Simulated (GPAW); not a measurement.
A self-consistent single point of CdSe (P6_3mc, 4 atoms in the cell) with GPAW

Computed with PBE, GPAW PAW datasets PBE (gpaw-data 1.0.1) (plane waves; GPAW).

Input as run:

```python
from ase import Atoms
from ase.units import GPa
from gpaw import GPAW

atoms = Atoms(['Cd', 'Cd', 'Se', 'Se'],
              cell=[[4.328271, 0.000000, 0.000000],
                    [-2.164136, 3.748392, 0.000000],
                    [0.000000, 0.000000, 7.060772]],
              scaled_positions=[[0.666667, 0.333333, 0.499950],
                                [0.333333, 0.666667, 0.999950],
                                [0.666667, 0.333333, 0.875910],
                                [0.333333, 0.666667, 0.375910]],
              pbc=True)

calc = GPAW(mode={'name': 'pw', 'ecut': 600},
            xc='PBE',
            kpts=(5, 5, 3),
            occupations={'name': 'fermi-dirac', 'width': 0.01},
            nbands=-4,
            convergence={'forces': 0.001, 'bands': -2},
            symmetry={'symmorphic': False, 'tolerance': 0.0005},
            maxiter=150,
            txt='-')

atoms.calc = calc

energy = atoms.get_potential_energy()
print('Energy (eV):', round(energy, 6))
forces = atoms.get_forces()
print('Forces (eV/Ang):')
print(forces.round(5))
stress = atoms.get_stress()
print('Stress (GPa, Voigt):', (stress / GPa).round(4))
```

Output (repeated stretches shortened):

```
Input parameters:
  convergence: {bands: -2,
                forces: 0.001}
  kpts: [5 5 3]
  maxiter: 150
  mode: {ecut: 600,
         name: pw}
  nbands: -4
  occupations: {name: fermi-dirac,
                width: 0.01}
  symmetry: {symmorphic: False,
             tolerance: 0.0005}
  xc: PBE

species:
  Cd:
    name: Cadmium
    Z: 48.0
    valence: 12
    core: 36
    charge: 0.0
    file: Cd.PBE.gz

    # Using partial waves for Cd as LCAO basis

  Se:
    name: Selenium
    Z: 34.0
    valence: 6
    core: 28
    charge: 0.0
    file: Se.PBE.gz

    # Using partial waves for Se as LCAO basis

Reference energy: -436553.300934  # eV

Spin-paired calculation

Convergence criteria:
 Maximum [total energy] change in last 3 cyles: 0.0005 eV / valence electron
 Maximum integral of absolute [dens]ity change: 0.0001 electrons / valence electron
 Maximum integral of absolute [eigenst]ate change: 4e-08 eV^2 / valence electron
 Maximum change in the atomic [forces] across last 2 cycles: 0.001 eV/Ang OR
Maximum error relative to the maximum force is below inf
 Maximum number of scf [iter]ations: 150

Symmetries present (total): 12
Symmetries with fractional translations: 6
75 k-points: 5 x 5 x 3 Monkhorst-Pack grid
10 k-points in the irreducible part of the Brillouin zone
       k-points in crystal coordinates                weights
   0:     0.00000000    0.00000000    0.00000000          1/75
   1:     0.00000000    0.00000000    0.33333333          2/75
   2:     0.20000000    0.00000000    0.00000000          6/75
   [... 7 lines left out ...]

Wave functions: Plane wave expansion
  Cutoff energy: 600.000 eV
  Number of coefficients (min, max): 3810, 3841
  Pulay-stress correction: 0.000000 eV/Ang^3 (de/decut=0.000000)

Occupation numbers: Fermi-Dirac:
  width: 0.0100  # eV

Eigensolver

Densities:
  Coarse grid: 25*25*40 grid
  Fine grid: 50*50*80 grid
  Total Charge: 0.000000

Density mixing:
  Method: separate
  Backend: pulay
  Linear mixing parameter: 0.05
  old densities: 5
  Damping of long wavelength oscillations: 50

Hamiltonian:
  XC and Coulomb potentials evaluated on a 50*50*80 grid
  External potential:
    NoExternalPotential

XC parameters: PBE with 2 nearest neighbor stencil

Number of atoms: 4
Number of atomic orbitals: 26
Number of bands in calculation: 22
Number of valence electrons: 36
Bands to converge: 20

Density initialized from atomic densities
  22 bands from LCAO basis set

Atomic positions and initial magnetic moments

Positions:
   0 Cd     2.164137    1.249463    3.530033    ( 0.0000,  0.0000,  0.0000)
   1 Cd    -0.000002    2.498929    7.060419    ( 0.0000,  0.0000,  0.0000)
   2 Se     2.164137    1.249463    6.184601    ( 0.0000,  0.0000,  0.0000)
   3 Se    -0.000002    2.498929    2.654215    ( 0.0000,  0.0000,  0.0000)

Unit cell:
           periodic     x           y           z      points  spacing
  1. axis:    yes    4.328271    0.000000    0.000000    25     0.1499
  2. axis:    yes   -2.164136    3.748392    0.000000    25     0.1499
  3. axis:    yes    0.000000    0.000000    7.060772    40     0.1765

  Lengths:   4.328271   4.328271   7.060772
  Angles:   90.000000  90.000000 120.000010

Effective grid spacing dv^(1/3) = 0.1661

     iter     time        total  log10-change:
                         energy   eigst   dens  force
iter:   1 --:--:--   -12.052838   -0.04
iter:   2 --:--:--   -11.902916   -1.27  -1.16
iter:   3 --:--:--   -11.360472   -1.14  -1.20
iter:   4 --:--:--   -11.364313   -2.25  -1.60
iter:   5 --:--:--   -11.402878   -2.07  -1.66
iter:   6 --:--:--   -11.352618   -2.67  -2.15
iter:   7 --:--:--   -11.351989   -4.04  -2.69
iter:   8 --:--:--   -11.348952c  -3.25  -2.75
iter:   9 --:--:--   -11.349091c  -4.62  -3.28
iter:  10 --:--:--   -11.348839c  -4.16  -3.24
iter:  11 --:--:--   -11.348794c  -5.99  -3.41
iter:  12 --:--:--   -11.348786c  -5.02  -3.85
iter:  13 --:--:--   -11.348774c  -6.82  -3.91
iter:  14 --:--:--   -11.348766c  -6.00  -4.01c
iter:  15 --:--:--   -11.348769c  -6.63  -4.16c
iter:  16 --:--:--   -11.348766c  -6.44  -4.04c
iter:  17 --:--:--   -11.348766c  -7.26  -4.36c
iter:  18 --:--:--   -11.348767c  -6.98  -4.49c
iter:  19 --:--:--   -11.348766c  -7.88c -4.64c
iter:  20 --:--:--   -11.348766c  -7.44c -4.73c -3.91c

Converged after 20 iterations.

Dipole moment: (-0.000000, 0.000000, 3.788922) |e|*Ang

Energy contributions relative to reference atoms: (reference = -436553.300934)

Kinetic:        +38.240977
Potential:      -34.653577
External:        +0.000000
XC:             -15.036843
Entropy (-ST):   -0.000000
Local:           +0.100677
SIC:             +0.000000
--------------------------
Free energy:    -11.348766
Extrapolated:   -11.348766

Showing only first 2 kpts
 Kpt  Band  Eigenvalues  Occupancy
  0    16      3.45180    2.00000
  0    17      3.45182    2.00000
  0    18      4.07097    0.00000
  0    19      5.62342    0.00000

  1    16      3.25197    2.00000
  1    17      3.25200    2.00000
  1    18      5.44360    0.00000
  1    19      5.76312    0.00000

Fermi level: 3.71642

Gap: 0.619 eV
Transition (v -> c):
  (s=0, k=0, n=17, [0.00, 0.00, 0.00]) -> (s=0, k=0, n=18, [0.00, 0.00, 0.00])
No difference between direct/indirect transitions
Energy (eV): -11.348766

Forces in eV/Ang:
  0 Cd    0.00000    0.00000    0.01024
  1 Cd   -0.00000   -0.00000    0.01024
  2 Se    0.00000    0.00000   -0.00998
  3 Se   -0.00000   -0.00000   -0.00998

Stress tensor:
    -0.010556    -0.000000     0.000000
    -0.000000    -0.010556     0.000000
     0.000000     0.000000    -0.010225
Stress (GPa, Voigt): [-1.6913 -1.6913 -1.6382  0.      0.     -0.    ]
```

The run converged in 20 iterations. GPAW prints stress with tension positive.

The starting cell comes from a database of computed structures (which also holds hypothetical and non-ambient phases and stackings), without a prior relaxation at this level. Its lattice was rescaled by a random factor within 2.5 % of one.
